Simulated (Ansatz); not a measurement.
An Ansatz (a quantum-chemistry and plane-wave program) input (Kohn–Sham DFT with the PBEsol functional, run in Ansatz with PAW and 420 eV plane waves, no spin-orbit coupling):

Ansatz 0.2 input:
```yaml
crystal:
  lattice:
    - [0, 3.4336144264, 3.4336144264]
    - [3.4336144264, 0, 3.4336144264]
    - [3.4336144264, 3.4336144264, 0]
  atoms:
    - { symbol: Sb, position: [0.75, 0.75, 0.75] }
    - { symbol: Sb, position: [0.5, 0.5, 0.5] }
basis: { ecutwfc: 420, ecutrho_ratio: 4, xc_grid: 2, fft_grid_basis: typed }
kpoints: { mp_grid: { grid: [12, 12, 12] } }
hamiltonian:
  xc: pbesol
  dispersion: none
  pseudopotentials: { kind: paw }
scf: { occupations: { method: fermi_dirac, width: 0.05 }, convergence: { dr2_threshold: 0.0000000002 } }
output: { forces: true, stress: true }
```

### Question
Which symmetry and how many k-points will the program report, and about how many plane waves at Γ?

### Answer
Space group Fd-3m (ITA 227) with 48 operations, k-points 72 of 1728, and 1591 plane waves at Γ.

Whether these cells are dynamically stable was not tested. The cell is Sb in the diamond structure (space group Fd-3m, No. 227; a hypothetical phase, not in the database extracts checked).
